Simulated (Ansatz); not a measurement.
## A computed series for AlP: point defects

The reference is a 24-atom supercell of AlP in the zinc blende structure (space group F-43m, No. 216; a = 5.471 Å) at its relaxed geometry.

One neutral defect a cell, atoms relaxed at fixed cell.

Calculations: plane-wave PAW DFT at the PBEsol level (Ansatz, a first-principles code, 420 eV), spin-orbit coupling left out.

| variant | total moment of the cell | pressure | largest displacement of a host atom from its site in the perfect cell |
|---|---|---|---|
| perfect supercell | – | 0.0 GPa | – |
| Nb on a Al site | 2.0 μB | 1.0 GPa | 0.09 Å |
| Al interstitial (started 2.23 Å from the nearest host atom) | 0.0 μB | 1.5 GPa | 0.32 Å |
| P on a Al site (antisite) | 0.0 μB | -0.3 GPa | 0.06 Å |
| Al on a P site (antisite) | 0.6 μB | 1.9 GPa | 0.21 Å |

The magnetic state is the one reached from the starting moments; the real material's order can differ, and small cells can't hold many antiferromagnetic ones. The cell is small, so the values are those of an ordered compound at a high defect concentration; dilute-limit values will differ. A case with no gap was solved on a k-mesh chosen for an insulator, which is coarse for it. Starting moments died away, wholly or in part, for Al interstitial (started 2.23 Å from the nearest host atom), P on a Al site (antisite) and Al on a P site (antisite); another magnetic solution may exist.
